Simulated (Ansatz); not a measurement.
NbAl3 (I4/mmm, No. 139; cell taken from a computed entry) was calculated with r²SCAN (Ansatz, a quantum-chemistry and plane-wave program, PAW).

Run with plane-wave cutoff 500 eV, 20×20×20 k mesh, Fermi–Dirac smearing 0.1 eV, no spin polarisation, scalar-relativistic PAW data made under PBE.

Computed at the level's own relaxed cell.

### Question
Estimate the equilibrium volume per atom, lattice constant a and c axis length that the calculation returns.

### Answer

equilibrium volume per atom: 15.76 Å³/atom
lattice constant a: 3.834 Å
c axis length: 8.578 Å

The run finds no gap.

Note: the relaxation could not lower the start's symmetry, so the cell can be a saddle point above a distorted one.

Computing time: about 2.5 core-minutes (a rough figure).
